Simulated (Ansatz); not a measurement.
The starting structures come from a database of crystals and need not be the phases stable at ambient conditions.

The decay constant κ of evanescent states in the gap governs leakage through a thin film.

Data:

```
CELL_PARAMETERS angstrom
      5.58618     0.00000     0.00000
      2.79309    14.13481    -0.03512
      2.79309    -0.54512     2.73938
ATOMIC_POSITIONS crystal
  Bi 0.13097 0.86903 0.36903
  Bi 0.36903 0.13097 0.63097
  Bi 0.90820 0.59180 0.09180
  Bi 0.59180 0.40820 0.90820
  S  0.60502 0.89498 0.39498
  S  0.89498 0.10502 0.60502
  S  0.31232 0.68768 0.18768
  S  0.18768 0.31232 0.81232
  O  0.50000 0.50000 0.50000
  O  0.00000 0.50000 0.50000
```

Space group of this cell: P4/nmm. The cell was relaxed by PBE-D3(BJ); by r2SCAN its mean pressure is 0.7 GPa.

Transport runs along the normal of the first two printed cell vectors, the (111) plane of the conventional cell.

The gap is the functional's own. No spin-orbit coupling. Mid-gap values are interpolated on the energy grid.

**Question.** State the band gap and the smallest decay constant κ at mid-gap according to r2SCAN (Ansatz, an electronic-structure program).

**Answer.** Gap 1.18 eV on a 12×12×12 mesh; κ = 0.087 1/Å, at (0.500, 0.000) of the in-plane reciprocal vectors. At the zone centre, at the nearest computed energy, the slowest state has κ = 0.12 1/Å.
